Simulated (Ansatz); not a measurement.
Functionals compared on the (310) surface of fcc Pb in its 1x1 cell, outermost plane spacing 0.80 Å in the ideal cut, in Ansatz (plane waves, PAW). The structure was relaxed with PBE; the other rows are single points on it, each with its references at the same level. Cutoff 420 eV (500 eV for r2SCAN).

Set-up: 14 atoms, 10.4 Å thick at the start (thin: gaps and levels are the slab's own); mesh 8x5x1; 0.1 eV smearing; dipole correction on; all atoms relaxed; held to the start's symmetry, so lower structures may exist; no spin, no spin-orbit, no U. These notes are the PBE run's.

```csv
functional,surface energy (J/m²),work function of the top face (eV),rough cost of the single point
PBE,0.34,3.80,–
LDA,?,?,about 2.4 core-minutes (a rough figure)
PBEsol,0.46,3.89,very roughly 2.0 core-minutes
RPBE,0.23,3.67,around 2.4 core-minutes (rough)
r2SCAN,0.36,3.89,roughly 5 core-minutes
```

Problem. Complete the blanks.

Solution. 
- LDA, surface energy (J/m²): 0.52
- LDA, work function of the top face (eV): 4.11

Ansatz is an electronic-structure program.
